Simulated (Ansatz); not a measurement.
Consider LiTaO3 (space group R3c, No. 161; a = 5.192 Å, c = 13.922 Å (hexagonal axes)).

Calculations: PBE, PAW, 420 eV (Ansatz, a first-principles code; scalar-relativistic without spin-orbit coupling).

Base values:

```
Property            Value
---------------  --------
Volume per atom  10.83 Å³
```

One thing is altered: cell and atoms relaxed at a pressure of 0.9 GPa.

Problem. Estimate the effect on the volume per atom.

Solution. The volume per atom shrinks by 0.08 Å³ to 10.75 Å³.

Load acts through the strain it causes; cell and atoms are relaxed under it. No phonon test of stability was made.
